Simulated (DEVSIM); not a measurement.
Structure: abrupt Ge n-p junction, at 300 K.

Layer 1 from the left is Ge, thickness (μm) 0.240, Nd (cm⁻³) 5e17, τn (s) 2.9e-5, τp (s) 2.9e-5. Layer 2 from the left is Ge, thickness (μm) 15.0, Na (cm⁻³) 3.2e15, τn (s) 2.9e-5, τp (s) 2.9e-5.

Left contact: ohmic. Right contact: ohmic. Voltage is applied to the left contact. Recombination: SRH at mid-gap, Auger. Mobility is constant in doping.

This is a model device: material constants are rounded textbook-type values typed into the input, and sizes, dopings and lifetimes were drawn at random. Values at 300 K.

Ge: gap (eV) 0.664, affinity (eV) 4, permittivity 16, Nc (cm⁻³) 1.04e19, Nv (cm⁻³) 6e18, μn (cm²/Vs) 3900, μp (cm²/Vs) 1900, Cn (cm⁶/s) 1e-31, Cp (cm⁶/s) 1e-31.

Model (solved in DEVSIM): 1D drift-diffusion, Boltzmann statistics, complete ionisation; no tunnelling, impact ionisation, image-force lowering or self-heating.

**Question.** What does the simulation give for the dark forward voltage at 100 A/cm², the largest field in the device at zero bias?

**Answer.** dark forward voltage at 100 A/cm² 0.309 V; largest field in the device at zero bias 35000 V/cm.
